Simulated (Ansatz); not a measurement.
Band structure of SrGe2Ru2 (I4/mmm, 5 atoms in the cell).

```xyz
5
Lattice="-2.1524 2.1524 5.1470 2.1524 -2.1524 5.1470 2.1524 2.1524 -5.1470" Properties=species:S:1:pos:R:3 pbc="T T T"
Sr     0.0000     0.0000     0.0000
Ge     0.0000     0.0000     6.6106
Ge     0.0000     0.0000     3.6834
Ru     0.0000     2.1524     2.5735
Ru     2.1524     0.0000     2.5735
```

Method: LDA (PW92), PAW files made with PBE (plane waves; Ansatz, an electronic-structure program).

Settings: kpoints.mp_grid.grid = 6 6 6; hamiltonian.xc = lda; hamiltonian.pseudopotentials = {kind: paw} (the program's default PAW files); scf.occupations.method = gaussian; scf.occupations.width = 0.0037 Ry; kpoints.band_path.npoints = 8.

The starting cell comes from a database of computed structures (which also holds hypothetical and non-ambient phases and stackings), without a prior relaxation at this level. Its lattice was rescaled by a random factor within 2.5 % of one. Spin polarisation is off.

Levels in eV from the Fermi level, bands 32 to 39:
```csv
point,32,33,34,35,36,37,38,39
Γ,-0.64,-0.05,0.01,0.11,0.11,1.16,1.32,3.83
X,-1.66,-1.60,-0.37,-0.33,0.04,0.20,1.55,1.70
Y,-1.67,-1.66,-0.80,-0.39,0.29,0.85,1.56,1.71
S,-1.43,-1.20,-1.20,-0.92,1.79,1.98,1.99,3.97
Z,-1.48,-0.05,0.54,0.54,1.16,2.29,2.96,3.15
S1,-1.43,-1.20,-1.20,-0.92,1.79,1.98,1.99,3.97
N,-1.58,-1.46,-1.33,-0.42,0.21,1.90,3.18,3.40
P,-1.69,-1.53,-0.36,-0.34,0.09,0.09,1.64,1.64
Y1,-1.67,-1.66,-0.80,-0.39,0.29,0.85,1.56,1.71
```

Bands cross the Fermi level along this path, so the cell is metallic at this level.

Keys are those of Ansatz 0.2.
